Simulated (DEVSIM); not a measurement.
Structure: illuminated Si n-on-p cell, one wavelength, at 350 K.

Layer 1 from the left is Si, thickness (μm) 0.0600, Nd (cm⁻³) 1.1e18, τn (s) 2.4e-7, τp (s) 3.3e-7, absorption coefficient (cm⁻¹) 7600. Layer 2 from the left is Si, thickness (μm) 84.0, Na (cm⁻³) 2.5e17, τn (s) 8.7e-7, τp (s) 8.7e-7, absorption coefficient (cm⁻¹) 7600.

Left contact: ohmic, minority hole recombination velocity 50 cm/s. Right contact: ohmic, minority electron recombination velocity 7000 cm/s. Voltage is applied to the left contact. Recombination: SRH at mid-gap, radiative, Auger. Gap narrowing is on: ΔEg = 6.92 meV × (l + √(l² + 0.5)), l = ln(N/1.3e17 cm⁻³), shared equally by both band edges. Light enters at the left, 9.3e17 photons cm⁻² s⁻¹, one pass, no reflection. Mobility is μmin + (μ − μmin)/(1 + (N/Nref)^α).

This is a model device: material constants are rounded textbook-type values typed into the input, and sizes, dopings and lifetimes were drawn at random. Values at 300 K; Nc and Nv go as T^1.5, mobilities as T to minus their exponent, the gap by Varshni's rule with the affinity fixed.

Si: gap (eV) 1.124, affinity (eV) 4.05, permittivity 11.7, Nc (cm⁻³) 2.86e19, Nv (cm⁻³) 3.1e19, μn (cm²/Vs) 1417, μp (cm²/Vs) 470, μn,min 52, μp,min 45, Nref,n 9.7e16, Nref,p 2.2e17, αn 0.68, αp 0.72, T exponent of μn 2.3, T exponent of μp 2.2, B (cm³/s) 4.7e-15, Cn (cm⁶/s) 2.8e-31, Cp (cm⁶/s) 9.9e-32, Varshni α (eV/K) 0.000473, Varshni β (K) 636.

Model (solved in DEVSIM): 1D drift-diffusion, Boltzmann statistics, complete ionisation; no tunnelling, impact ionisation, image-force lowering or self-heating.

Dark forward current:

```csv
|V| (V),|J| (A/cm²)
0.05,3.818e-8
0.10,1.286e-7
0.15,3.726e-7
0.20,1.121e-6
0.25,3.779e-6
0.30,1.467e-5
0.35,6.444e-5
0.40,0.0003075
0.45,0.001538
0.50,0.007884
0.55,0.04086
0.60,0.2121
0.65,1.083
0.70,5.072
0.75,18.73
0.80,50.45
0.85,108.9
0.90,208.3
0.95,368.9
1.00,609.4
1.05,935.5
1.10,1340
1.15,1813
1.20,2343
```

Problem. Work out the local ideality factor n = ΔV / (kT/q · ln(J2/J1)) between the rows 0.15 and 0.20 V, 0.55 and 0.60 V, 1.15 and 1.20 V.

Solution. kT/q = 30.16 mV. From 0.15 to 0.20 V: ln(1.121e-6/3.726e-7) = 1.101, n = 1.51. From 0.55 to 0.60 V: ln(0.2121/0.04086) = 1.647, n = 1.01, near the 1 of diffusion or emission over a barrier. From 1.15 to 1.20 V: ln(2343/1813) = 0.256, n = 6.46.

Problem. What current could the absorbed light give at most, and what share is collected?

Solution. Σ αd = 63.9, so qΦ(1 − exp(−Σ αd)) = 149 mA/cm². The simulated short-circuit current is 143.5 mA/cm², a share of 0.96.

Problem. Estimate the open-circuit voltage by superposition: the voltage at which the dark current equals that short-circuit current.

Solution. Interpolating ln J in the table gives 0.588 V. The simulation gives 0.588 V, the same within the digits that matter. Superposition holds where collection doesn't change with voltage.

Problem. Estimate the fill factor from FF0 = (v − ln(v + 0.72))/(v + 1), v = qVoc/(nkT), with n from the dark curve.

Solution. The rows about Voc, 0.55 and 0.60 V, give n = 1.01, so v = 19.4 and FF0 = 0.804. The simulation gives 0.803, the same within the digits that matter.
